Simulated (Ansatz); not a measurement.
Consider the following.

```
CELL_PARAMETERS angstrom
      4.09392     0.00000     0.00000
      0.00000     4.09392     0.00000
      0.00000     0.00000     4.09392
ATOMIC_POSITIONS crystal
  Lu 0.00000 0.00000 0.00000
  Rh 0.00000 0.50000 0.50000
  Rh 0.50000 0.00000 0.50000
  Rh 0.50000 0.50000 0.00000
  C  0.50000 0.50000 0.50000
```

All values below come from PBEsol, DFPT electron-phonon coupling, linearised Boltzmann equation (plane waves, PAW, scalar-relativistic; Ansatz, a quantum-chemistry and plane-wave program). How the cell was made: relaxed with this functional, without spin-orbit coupling.

Predict the intrinsic resistivity at 300 K.

30 μΩ·cm.

A metal at this level (no band gap). Only scattering by harmonic phonons is included (no impurities, grain boundaries, electron-electron scattering or thermal expansion). Spin-orbit coupling is left out, which matters with elements this heavy. Few carriers conduct, so the values hang on small band overlaps. Halving the electron mesh (20x20x20) moves the resistivity by up to 15 % at 300 K. Smearing 0.20 eV; phonons on a 4x4x4 q mesh, which this run doesn't test.

Computed structure with no diffraction record at hand here (it may be known, metastable or hypothetical): LuRh3C (Pm-3m).
